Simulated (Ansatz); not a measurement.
## A computed series for BAs: response to strain

Base system: BAs in the zinc blende structure (space group F-43m, No. 216; a = 4.7322 Å). Axes: x, y, z lie along the cube axes.

Strains are applied to the cell and any free atomic positions relax; under biaxial strain the out-of-plane vector relaxes too.

Computed with LDA (Ansatz, a program for electronic structure), spin-orbit coupling left out.

| biaxial strain, plane normal [111], relaxed out of plane (%) | out-of-plane strain (%) |
|---|---|
| -2.5 | 0.64 |
| -2.08 | ? |
| -1.67 | 0.42 |
| -1.25 | 0.31 |
| -0.83 | 0.21 |
| -0.42 | 0.10 |
| 0 | 0.00 |

Problem. Fit ε⊥ = −νε + γε² (strains in %) to the rows shown and predict the withheld row.

Solution. Least squares on the printed values gives ν = 0.24 (the biaxial Poisson response) and γ = 0.005 (largest residual 0.00 %); this predicts 0.53 %, and the run gives 0.53 %, in agreement.

No phonon test of stability was made.
